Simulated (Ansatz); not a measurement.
**MgO, pressure series**

Base system: MgO in the rock salt structure (space group Fm-3m, No. 225; a = 4.204 Å).

Cell and atoms are relaxed at each pressure.

Level of theory: Kohn–Sham DFT with the r2SCAN functional, run in Ansatz (a first-principles code) with PAW and 500 eV plane waves, without spin-orbit coupling.

| variant | band gap | lattice parameter a |
|---|---|---|
| base | 5.68 eV | 4.204 Å |
| pressure −2 GPa | 5.56 eV | 4.222 Å |
| pressure −1 GPa | 5.62 eV | 4.213 Å |
| pressure 3 GPa | 5.86 eV | 4.180 Å |
| pressure 7 GPa | (withheld) | (withheld) |
| pressure 15 GPa | 6.51 eV | 4.098 Å |
| pressure 30 GPa | 7.19 eV | 4.018 Å |
| pressure 50 GPa | 7.98 eV | 3.934 Å |
| pressure 75 GPa | 8.83 eV | 3.852 Å |
| pressure 100 GPa | 9.58 eV | 3.785 Å |

Task: Complete the table.

Result: 
- pressure 7 GPa, band gap: 6.09 eV
- pressure 7 GPa, lattice parameter a: 4.150 Å

Load acts through the strain it causes; cell and atoms are relaxed under it. No phonon test of stability was made. No other phases were tried under pressure.
